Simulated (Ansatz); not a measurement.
**Ag on the Hf site (Ag_Hf) (monoclinic HfO2 host)**

Calculation: PBE, PAW (plane waves to 420 eV; Ansatz, an electronic-structure program). Cell: 96 sites, 2×2×2 repeats of a cell of 12 atoms; final energies on a 2×2×2 shifted mesh. Site at the start: the Hf site. Finite-size correction: monopole term and site-potential alignment. Dielectric constants: PBE linear response of the host. Host gap at this level: 4.04 eV. Finite-size and sampling errors can reach tenths of an eV here. Levels are measured in PBE's own, too narrow, gap. Spin–orbit coupling is left out, which matters for these heavy elements. Each state is the lowest found from its start.

Formation energies E_f are given with the Fermi level at the valence-band maximum. Chemical conditions: O-rich (Δμ(Hf) = -10.38 eV, Δμ(Ag) = -0.14 eV, bounded by Ag2O (Pn-3m); only phases computed here count, gases as isolated molecules at 0 K). Reference phases: Ag: fcc Ag, Hf: hcp Hf.

Charges with a result: +1, 0, −1, −2, −3. Others weren't obtained, and one of them could lie lower, also by skipping a charge.

```csv
charge,moment (μB),point group,largest move off a lattice site (Å),image correction with alignment (eV),"E_f, O-rich (eV)"
+1†,not spin-polarised,–,0.69,-0.13,–
0,1.0,C1,0.69,0.00,2.35
−1,not spin-polarised,C1,0.71,0.23,2.48
−2,1.0,C1,0.47,0.63,3.84
−3,not spin-polarised,C1,0.30,1.21,5.79
```

† Not settled in this cell, so no level is given: charge +1: a level filled in part, carriers not clearly localised, level within 0.1 eV of a band edge or past it.

Point groups are those of the whole cell at tolerances of 0.03 and 0.1 Å ("near" where only the looser one holds); none is given for unsettled states.

Transition levels above the valence-band maximum: ε(0/−1) = 0.13 eV; ε(−1/−2) = 1.36 eV; ε(−2/−3) = 1.95 eV. With a charge missing or unsettled, these needn't be thermodynamic levels.

Flagged in the runs: a host whose relaxation on this sampling wasn't shown to rest, a strain field that reaches the edge of the cell.

All states together cost roughly 18 core-hours.
